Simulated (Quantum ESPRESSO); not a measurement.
**Equation of state of antifluorite Mg2Sn (space group 225): energy against volume (Quantum ESPRESSO, LDA)**

```
Mg2Sn
1.0
    0.00000     3.24854     3.24854
    3.24854     0.00000     3.24854
    3.24854     3.24854     0.00000
Mg Sn
2 1
Direct
  0.25000   0.25000   0.25000
  0.75000   0.75000   0.75000
  0.00000   0.00000   0.00000
```

Level of theory: LDA (PZ), GBRV 1.5 ultrasoft (LDA) pseudopotentials (plane waves; Quantum ESPRESSO). Settings: ecutwfc = 52 Ry; ecutrho = 260 Ry; occupations = smearing; smearing = fermi-dirac; degauss = 0.000734986 Ry; potentials = {Mg: mg_lda_v1.4.uspp.F.UPF, Sn: sn_lda_v1.4.uspp.F.UPF}; K_POINTS = automatic 9 9 9 0 0 0; conv_thr = 1e-10 Ry. The cell above is the first row's. The rows scale it uniformly. In all rows fractional positions and the k mesh are held. E is the free energy at the stated smearing, counted from the lowest row.

```
V (Å^3/atom)  E (meV/atom)
------------  ------------
22.855               21.24
23.351               10.49
23.848                3.64
24.345                0.24
24.842                0.00
25.339                2.50
25.836                7.49
26.332               14.87
26.829                   ?
```

Fit E against V with the third-order Birch-Murnaghan form, a cubic in V^(-2/3), and predict the withheld value at V = 26.829.

With u = V^(-2/3) - 0.118, the rows have u = 0.006169, 0.004404, 0.002698, 0.001049, -0.000544, -0.002085, -0.003576, -0.005018. Least squares gives E = -0.271 - 119.8·u + 580005·u² + 706676·u³. Residuals (row less fit): 0.011, -0.021, -0.002, -0.002, 0.034, 0.006, -0.052, 0.024; standard error 0.036 (degrees of freedom: 4). Its minimum lies at u = 0.000103, so V0 = (0.118103)^(-3/2) = 24.64. There d²E/du² = 1160000 and d³E/du³ = 4240000, so B0 = (4/9) × 24.64^(-7/3) × 1160000 × 0.160218 = 46.8 GPa (the last factor turns the table's units into GPa), and B0' = 4 + (2/3) × 0.118103 × (4240000)/1160000 = 4.3. The program's pressures in the fitted runs (not shown) pass through zero at V = 24.25, 1.57 % from this V0. At the withheld row, u = -0.006417, so E = -0.271 - 119.8 × (-0.006417) + 580005 × (-0.006417)² + 706676 × (-0.006417)³ = 24.194 meV/atom. The calculation gives 24.19 meV/atom, which the fit meets to the printed digits. The row lies outside the fitted rows, so this is an extrapolation. From the scatter of the fitted rows alone, a prediction at this place has a standard error of 0.086 meV/atom, so the miss is 0.0 times that.

Carrying the step between the two nearest rows on in a straight line would have given 22.26, off by 1.93; series whose last step already gives the withheld value aren't shown. The scan was laid around a cell of about the measured size, scaled by a guess for this functional. The runs keep the symmetry of the cell, so they don't test it for distortions. Cutoffs and mesh are single choices, not tested for convergence of this quantity. Series with a scatter that would blur these digits, or in which a gap closes, are not shown. Nor are scans whose minimum lies at an end fitted in this form.
